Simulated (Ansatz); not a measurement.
The parent structure is Mo in the bcc (W type) structure (space group Im-3m, No. 229; a = 3.161 Å).

Calculations: plane-wave PAW DFT at the PBE level (Ansatz, an electronic-structure program, 420 eV), no spin-orbit coupling, earlier PAW set.

For the base:

```
Property               Value
-------------------  -------
Lattice parameter a  3.161 Å
Band gap                zero
```

The change: cell and atoms relaxed at a pressure of 30 GPa.

### Question
Estimate the effect on the lattice parameter a.

### Answer
The lattice parameter a falls by 0.098 Å, from 3.161 Å to 3.063 Å.

### Question
What happens to the band gap?

### Answer
The band gap is still zero.

Load acts through the strain it causes; cell and atoms are relaxed under it. Stability against distortions was not tested. Competing high-pressure phases were not computed. All final runs are without spin polarisation.
